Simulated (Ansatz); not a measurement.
What isotropic strain −1.50 % does to KI

Base system: KI in the rock salt structure (space group Fm-3m, No. 225; a = 7.006 Å).

Modification: every lattice vector is shortened by 1.50 %, atoms relaxed at fixed cell.

Method: Kohn–Sham DFT with the PBEsol functional, run in Ansatz (an electronic-structure program) with PAW and 420 eV plane waves, without spin-orbit coupling. k-mesh 8×8×8 (Γ-centred); smearing 0.05 eV (Fermi–Dirac).

The space group stays Fm-3m (No. 225) and the shortest interatomic distance drops by 0.053 Å (3.503 Å → 3.450 Å). The energy goes up by 3.6 meV/atom and the pressure goes up by 0.62 GPa to 0.63 GPa. The band gap increases by 0.103 eV (3.87 eV → 3.98 eV) and the gap character stays direct at Γ. The mean gap deformation potential ΔEg/Δln V is -2.3 eV and the width of the top valence band rises by 0.06 eV, from 0.64 eV to 0.70 eV. The electron mass goes from 0.32 mₑ (at Γ) to 0.31 mₑ (at Γ) and the hole mass (degenerate bands, along [100]) changes from 0.44, 2.5, 2.5 mₑ (at Γ) to 0.41, 2.3, 2.3 mₑ (at Γ). The valley order (the lowest conduction-band minima on the path, energy above the VBM, named in the base's zone) becomes Γ 3.98 eV; X along ⟨100⟩ 4.70 eV (base: Γ 3.87 eV; X along ⟨100⟩ 4.79 eV).

Spin-orbit coupling, missing from the scalar runs, can matter with I. Effective masses come from finite differences of ±0.01 Å⁻¹. Stability against distortions was not tested.
